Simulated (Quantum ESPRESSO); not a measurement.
Quantum ESPRESSO 7.5, DFT, PBE, plane waves, PseudoDojo 0.5 standard norm-conserving PBE (local tails restored to the Coulomb form): 3C-SiC, 2 atoms. Basis and mesh were picked for this test and aren't claimed converged.

```fortran
&CONTROL
  calculation = 'scf'
  pseudo_dir = './pseudo'
  outdir = './out'
  tprnfor = .true.
  tstress = .false.
  disk_io = 'low'
/
&SYSTEM
  ibrav = 0
  nat = 2
  ntyp = 2
  ecutwfc = 82.0
  ecutrho = 328.0
  occupations = 'fixed'
/
&ELECTRONS
  conv_thr = 1e-12
/
ATOMIC_SPECIES
Si 28.0850 Si.upf
C 12.0110 C.upf
CELL_PARAMETERS angstrom
  0.000000000000   2.180000000000   2.180000000000
  2.180000000000   0.000000000000   2.180000000000
  2.180000000000   2.180000000000   0.000000000000
ATOMIC_POSITIONS crystal
Si   0.000000000000   0.000000000000   0.000000000000
C   0.250000000000   0.250000000000   0.250000000000
K_POINTS automatic
10 10 10 0 0 0
```

```fortran
phonons
&INPUTPH
  outdir = './out'
  tr2_ph = 1e-18
/
0 0 0
```

```bash
# ahead of the timed run: OMP_NUM_THREADS=1 mpirun -np 16 pw.x -nk 16 -in first.in
OMP_NUM_THREADS=1 mpirun -np 16 ph.x -nk 16 -in ph.in
```

The program reports k-points computed: 47.

It runs on a single node (Intel Xeon 6 (Granite Rapids), 96 cores on 1 socket, 2 hardware threads a core, 3 L3 cache groups, 3 NUMA nodes).

On 16 ranks this takes 5.2 s. Wall times, medians of two to five repeats, each run alone on the node (launch to exit). Processes are pinned to neighbouring cores unless said otherwise. The build: conda-forge: Open MPI 5.0, OpenMP, OpenBLAS 0.3.34 (pthreads), FFTW, ScaLAPACK, ELPA; another build can shift the numbers. Scratch files lie in a memory file system. A preparatory run goes ahead and isn't timed.

Q: Make this run faster without changing its result beyond 1.0 cm⁻¹ in frequencies (largest shift), 10 cm⁻¹ in the acoustic modes at q = 0 (no sum rule applied; largest shift). Keep to 16 cores.

A: Several could match; the one computed here: going from tr2_ph = 1e-18 to tr2_ph = 1e-12, the fastest of the measured ones that keep the result.

```diff
-  tr2_ph = 1e-18
+  tr2_ph = 1e-12
```

Time: 5.2 s to 3.2 s (1.6× as fast). The largest move is in solving the linear systems (cgsolve): 2.4 s to 1.2 s. These two results differ by: frequencies (largest shift) 0.038 cm⁻¹, the acoustic modes at q = 0 (no sum rule applied; largest shift) 8.1 cm⁻¹. Others tried: tr2_ph = 1e-14 (3.8 s); tr2_ph = 1e-16 (4.4 s).
